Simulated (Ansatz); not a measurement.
Mo₂AlC (model structure, started from the MAX type, P6₃/mmc, No. 194, 8 atoms in the cell): bulk modulus B0 by level of theory

No measured value is used here.

```csv
level (code),value (GPa),cell (Å³/atom)
LDA (Ansatz),216,12.79
PBE (Ansatz),194,13.36
PBEsol (Ansatz),207,13.03
r²SCAN (Ansatz),207,13.21
```

LDA, PBE, PBEsol, r²SCAN: the run has no spin polarisation, so it can have missed a magnetic state. LDA, PBE, PBEsol, r²SCAN: the bulk modulus is −V dP/dV from two relaxed cells at ±2 % in volume. Each level is taken at its own relaxed cell. Cutoffs differ between the levels. Ansatz's density-functional and Hartree–Fock values are scalar-relativistic unless marked +SOC, with PAW data made under PBE.

A model structure was made by putting elements into a prototype or built by hand; it is no filed structure, need not be a known phase, and can be a saddle point held by its symmetry.

Ansatz is a quantum-chemistry and plane-wave program.
